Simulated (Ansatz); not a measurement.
The starting structures come from a database of crystals and need not be the phases stable at ambient conditions.

 Where the default PAW files enter, the runs use the earlier of Ansatz's two default sets.

The decay constant κ of evanescent states in the gap governs leakage through a thin film.

```
N2OSi2
1.0
    5.33242     0.00000     0.00000
   -2.37699     4.77332     0.00000
    0.00000     0.00000     4.85861
Si N O
4 4 2
Cartesian
  3.52221   0.12735   1.31523
 -0.56678   4.64597   3.74453
 -1.45607   3.20968   1.31523
  4.41150   1.56364   3.74453
  3.27670   0.45652   2.98814
 -0.32128   4.31680   0.55884
 -1.05198   3.13665   2.98814
  4.00740   1.63668   0.55884
  2.33857   3.77703   1.07516
  0.61686   0.99629   3.50447
```

Space group of this cell: Cmc2_1. The cell is strained (lengths across the current scaled by 1.02, ions clamped); by PBEsol its mean pressure is -5.9 GPa.

Transport runs along the normal of the first two printed cell vectors.

No gap correction and no spin-orbit coupling; mid-gap values are interpolated between computed energies.

### Question
Compute, with PBEsol (Ansatz, an electronic-structure program), the band gap and the smallest decay constant κ at mid-gap.

### Answer
Gap 4.72 eV on a 6×6×6 mesh; κ = 0.372 1/Å, at the zone centre.
